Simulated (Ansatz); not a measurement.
Input:

End structure of a constructed model of the (111) surface of fcc Pd, a layer of Sc in place of the second plane (bottom of the slab: a bare face, its two planes held):

```yaml
crystal:
  lattice:
    - [2.78861, 0.00000, 0.00000]
    - [-1.39431, 2.41501, 0.00000]
    - [0.00000, 0.00000, 28.00000]
  atoms:
    - { symbol: Pd, position: [0.33333, 0.66667, 0.29006] }
    - { symbol: Pd, position: [0.66667, 0.33333, 0.37138] }
    - { symbol: Pd, position: [0.00000, 0.00000, 0.45298] }
    - { symbol: Pd, position: [0.33333, 0.66667, 0.53735] }
    - { symbol: Sc, position: [0.66667, 0.33333, 0.61741] }
    - { symbol: Pd, position: [0.00000, 0.00000, 0.69674] }
```

Model: 6-atom slab, 11.8 Å thick at the start, 15x15x1 mesh, Fermi-Dirac 0.1 eV, dipole correction, 2 atoms held, the rest relaxed; start symmetry kept, larger cells not searched; no spin, no spin-orbit, no U. In PBE it is, or lies within 0.01 eV a 1x1 cell of, the lowest of the 2 structures of its composition computed so far; larger cells were not tried.

Q: What is the computed work function of the top face (PBE in Ansatz, a program for electronic structure)?

A: 4.43 eV
